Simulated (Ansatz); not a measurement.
The starting structures come from a database of crystals and need not be the phases stable at ambient conditions.

By PBEsol, the system below comes out a metal.

The ballistic (Sharvin) conductance counts the channels at the Fermi level: G/A = (e²/h) × channels of both spins per area.

Consider the following.

```yaml
crystal:
  lattice:
    - [5.04113, 0.00000, 0.00000]
    - [0.00000, 5.04113, 0.00000]
    - [0.00000, 0.00000, 5.04113]
  atoms:
    - { symbol: W, position: [0.00000, 0.00000, 0.00000] }
    - { symbol: W, position: [0.50000, 0.50000, 0.50000] }
    - { symbol: W, position: [0.00000, 0.50000, 0.25000] }
    - { symbol: W, position: [0.00000, 0.50000, 0.75000] }
    - { symbol: W, position: [0.75000, 0.00000, 0.50000] }
    - { symbol: W, position: [0.25000, 0.00000, 0.50000] }
    - { symbol: W, position: [0.50000, 0.25000, 0.00000] }
    - { symbol: W, position: [0.50000, 0.75000, 0.00000] }
```

The cell was relaxed by PBE-D3(BJ); by PBEsol it stands under a pressure of -1.5 GPa.

The current flows along the normal of the first two printed cell vectors, the (001) plane of the conventional cell. No spin-orbit coupling; the value is a mean over 0.1 eV about the Fermi level.

Problem. Give the ballistic conductance per area that PBEsol run with Ansatz (a first-principles code) yields.

Solution. 0.47 × 10¹⁵ S/m² for both spins.
